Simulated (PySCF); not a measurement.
PySCF 2.14.0, B3LYP/def2-svp, df: Hf(Br)2(OSiH3)2 ([SiH3][O][Hf]([Br])([Br])[O][SiH3]), 13 atoms. The geometry is a generated start, not checked to be a minimum at this level.

```
Item                                                 Value
-------------------------  -------------------------------
task                                                energy
method                                               b3lyp
basis                                             def2-svp
two-electron scheme                        density fitting
mol.max_memory                                     3000 MB
mf.max_cycle                                           100
mf.conv_tol                                1e-09 (default)
mf.grids.level                                 3 (default)
effective core potentials  those of the basis set, past Kr
basis functions                                        190
grid points                                         190016
```

```xyz
13

Hf    -0.7625     1.2574     0.5976
Br    -1.8844     3.4100     0.8733
Br    -0.7813     0.3227     2.8692
O      1.0383     1.4786     0.1542
Si     2.1692     0.3552    -0.0781
H      3.4366     0.9734     0.3052
H      2.1392    -0.0495    -1.4912
H      1.8590    -0.8002     0.7990
O     -1.7725     0.0852    -0.4475
Si    -1.4336    -1.4427    -0.8290
H     -0.5378    -1.9888     0.2213
H     -0.7593    -1.4530    -2.1350
H     -2.7108    -2.1483    -0.8390
```

Charge 0 and multiplicity 1 are set for this test and not shown to be the ground state.

With the defaults (mf.DIIS = CDIIS, mf.diis = true, mf.diis_space = 8, mf.init_guess = minao, mf.damp = 0, mf.diis_start_cycle = 1) it converges in 14 Fock builds. One run each on 2 threads, 1 BLAS thread, with these changes:
- mf.diis_space = 12
- mf.damp = 0.3, mf.diis_start_cycle = 4
- mf.damp = 0.7, mf.diis_start_cycle = 8
- mf.init_guess = mod_huckel
- mf.diis = false
- mf.DIIS = EDIIS
- mf.diis_space = 3
- mf.init_guess = atom
- mf.diis_space = 5

Task: Which runs fail or end elsewhere than the default run?

Result: No convergence: mf.DIIS = EDIIS; mf.diis = false (the run ends without SCF convergence in 100 cycles). The rest reach the solution of the defaults.

| setting | Fock builds | end |
|---|---|---|
| the defaults | 14 | same solution |
| mf.diis_space = 12 | 14 | same solution |
| mf.init_guess = atom | 14 | same solution |
| mf.diis_space = 5 | 14 | same solution |
| mf.damp = 0.7, mf.diis_start_cycle = 8 | 16 | same solution |
| mf.init_guess = mod_huckel | 16 | same solution |
| mf.diis_space = 3 | 17 | same solution |
| mf.damp = 0.3, mf.diis_start_cycle = 4 | 18 | same solution |
| mf.DIIS = EDIIS | 101 | no convergence |
| mf.diis = false | 101 | no convergence |
